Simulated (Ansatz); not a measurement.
Input and output of a relaxation of cell and atoms for Te (P3_121, 3 atoms in the cell) (Ansatz, a program for electronic structure).

Method of the run: LDA (PW92), default PAW files made with PBE (plane waves; Ansatz).

The change in words: atoms on their sites; basis.ecutwfc: 420 eV → 210 eV; relax: default → cell and atoms. Reference geometry:
```
Te
1.0
    2.21885    -3.84316     0.00000
    2.21885     3.84316     0.00000
    0.00000     0.00000     5.90035
Te
3
Cartesian
  0.58356   1.01075   3.93357
  3.32058   0.00000   0.00000
  0.58356  -1.01075   1.96678
```

Reference input (self-consistent single point, DFT, LDA (PW92), plane waves, default PAW files made with PBE): basis.ecutwfc = 420 eV; kpoints.mp_grid.grid = 6 6 3; hamiltonian.xc = lda; hamiltonian.pseudopotentials = {kind: paw} (the program's default PAW files); scf.occupations.method = fermi_dirac; scf.occupations.width = 0.02 eV. This run's input differs from it in these lines:

Ansatz 0.2 input:
```diff
@@ -8,6 +8,6 @@
     - { symbol: Te, position: [0.000000, 0.263000, 0.666667] }
-    - { symbol: Te, position: [0.748267, 0.748267, 0.000000] }
+    - { symbol: Te, position: [0.737000, 0.737000, 0.000000] }
     - { symbol: Te, position: [0.263000, 0.000000, 0.333333] }
 basis:
-  ecutwfc: 420.0
+  ecutwfc: 210.0
 kpoints:
@@ -23,2 +23,4 @@
     width: 0.02
+relax:
+  cell: {}
 output:
```

Output, abridged:

```
   [... SCF lines of the steps left out ...]
relax step   1: F+E_penalty+E_count = -20467.17830917 eV  Δ(F+E_penalty+E_count) = +0.000e0 eV  max|allowed force component| = 7.586e-2 eV/Å  Δτ_max = 0.0000 Å  P = -1.420 GPa  Ω = 100.629 Å³  (6 SCF iters, dr2 threshold 1.00e-7 eV, accepted)
relax step   2: F+E_penalty+E_count = -20471.23092619 eV  Δ(F+E_penalty+E_count) = -4.053e0 eV  max|allowed force component| = 2.543e-1 eV/Å  Δτ_max = 0.0105 Å  P = +35.962 GPa  Ω = 95.330 Å³  energy of the carried Pulay correction = +4.625e0 eV  (5 [...]
   [... lines left out ...]
relax step 120: F+E_penalty+E_count = -20467.26828768 eV  Δ(F+E_penalty+E_count) = -9.368e-3 eV  max|allowed force component| = 1.054e-4 eV/Å  Δτ_max = 0.0002 Å  P = -0.016 GPa  Ω = 98.117 Å³  energy of the carried Pulay correction = +9.364e-3 eV  [...]
relax step 121: F+E_penalty+E_count = -20467.26828768 eV  Δ(F+E_penalty+E_count) = +1.091e-11 eV  max|allowed force component| = 1.053e-4 eV/Å  Δτ_max = 0.0000 Å  P = -0.089 GPa  Ω = 98.117 Å³  stress off target by 1.05e-1 GPa  SCF on the basis [...]
basis re-selected at this cell: Δ(F+E_penalty+E_count) = +1.091e-11 eV, ΔP = -0.074 GPa vs the last step
   [... lines left out ...]
Free energy (F): -20467.268288 eV
Fermi energy:    9.154801 eV
Error: variable-cell relaxation did not converge after 121 `relax_step` rows, as none of its last 41 fresh-basis SCF(s) at a relaxed cell met both thresholds with a finite energy. The last misses `relax.cell.stress_tol`: largest allowed force component 1.05e-4 eV/Å (`relax.f_tol` 1.00e-2 eV/Å), stress off the target on the free part of the cell 1.05e-1 GPa (`relax.cell.stress_tol` 5.00e-2 GPa), F+E_penalty+E_count -20467.26828768 eV. The closest is row 88, whose structure comes with this error. Larger ratio of force or stress to its threshold at each such SCF whose figures are numbers: 34.211, 33.351, 27.106, 28.738, 27.335, 15.220, 16.557, 12.691, 4.668, 6.148, 5.335, 4.606, [...]
   [... lines left out ...]
to start a new deck from the relaxed geometry:
  cell:  # Å, volume = 98.3139 Å³
    - [2.208836188846489, -3.825816504678923, -5.3030020568300665e-18]
    - [2.208836188846489, 3.825816504678923, -5.303002056829968e-18]
    - [-1.4101704900676818e-17, 1.1773649303898632e-31, 5.816978872367064]
  atoms:
    - { symbol: Te, position: [2.988365026596339e-17, 0.26520999557203884, 0.6666666666666666] }
    - { symbol: Te, position: [0.7347900044279615, 0.7347900044279615, -2.130841618933277e-19] }
    - { symbol: Te, position: [0.26520999557203884, 2.881961294079614e-17, 0.3333333333333333] }
```

The relaxation ended unconverged. 

The starting cell has typed, rounded lattice constants, without a prior relaxation at this level. Its lattice was rescaled by up to half a per cent. The cutoff lies below the one recommended for these files.

Cost on one core of a shared machine: roughly 3 min.
